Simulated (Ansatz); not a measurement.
**A computed series for C: element substitutions**

Base system: C in the diamond structure (space group Fd-3m, No. 227; a = 3.5538 Å).

Each row replaces one element on all its sites; cell and atoms are relaxed.

Level of theory: Kohn–Sham DFT with the PBEsol functional, run in Ansatz (a program for electronic structure) with PAW and 420 eV plane waves, without spin-orbit coupling.

```tsv
change	band gap	density	shortest interatomic distance
base	4.03 eV	3.55 g/cm³	153.9 pm
C → Si	0.47 eV	2.33 g/cm³	235.3 pm
C → S	zero	2.32 g/cm³	246.0 pm
C → Ge	zero	(withheld)	(withheld)
```

Q: What belongs in the blanks?

A: 
- C → Ge, density: 5.28 g/cm³
- C → Ge, shortest interatomic distance: 245.8 pm

Whether these cells are dynamically stable was not tested. As relaxed here, S is a hypothetical phase, not in the database extracts checked. The zero or small gap of Ge can change with the level of theory.
